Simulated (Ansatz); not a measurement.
**A computed series for Ag: pressure series**

Take Ag in the fcc (Cu type) structure (space group Fm-3m, No. 225; a = 4.149 Å) as the base.

Cell and atoms are relaxed at each pressure.

Calculations: Kohn–Sham DFT with the PBE functional, run in Ansatz (a quantum-chemistry and plane-wave program) with PAW and 420 eV plane waves, no spin-orbit coupling, earlier PAW set.

Notes on the quantities. enthalpy: H = E + PV relative to the base's energy.

```json
[
 {"case": "base", "shortest interatomic distance": "293.4 pm", "enthalpy": "–"},
 {"case": "pressure −2 GPa", "shortest interatomic distance": "___", "enthalpy": "-0.23 eV/atom"},
 {"case": "pressure −1 GPa", "shortest interatomic distance": "294.5 pm", "enthalpy": "-0.11 eV/atom"},
 {"case": "pressure 0.9 GPa", "shortest interatomic distance": "___", "enthalpy": "+0.10 eV/atom"},
 {"case": "pressure 2.1 GPa", "shortest interatomic distance": "291.3 pm", "enthalpy": "+0.23 eV/atom"},
 {"case": "pressure 4.5 GPa", "shortest interatomic distance": "289.1 pm", "enthalpy": "+0.49 eV/atom"},
 {"case": "pressure 9 GPa", "shortest interatomic distance": "___", "enthalpy": "+0.96 eV/atom"},
 {"case": "pressure 15 GPa", "shortest interatomic distance": "___", "enthalpy": "+1.57 eV/atom"},
 {"case": "pressure 22.5 GPa", "shortest interatomic distance": "278.3 pm", "enthalpy": "+2.29 eV/atom"},
 {"case": "pressure 30 GPa", "shortest interatomic distance": "275.3 pm", "enthalpy": "+3.00 eV/atom"}
]
```

Task: What belongs in the blanks?

Result: 
- pressure −2 GPa, shortest interatomic distance: 295.7 pm
- pressure 0.9 GPa, shortest interatomic distance: 292.5 pm
- pressure 9 GPa, shortest interatomic distance: 285.7 pm
- pressure 15 GPa, shortest interatomic distance: 282.0 pm

Load acts through the strain it causes; cell and atoms are relaxed under it. No phonon test of stability was made. No other phases were tried under pressure.
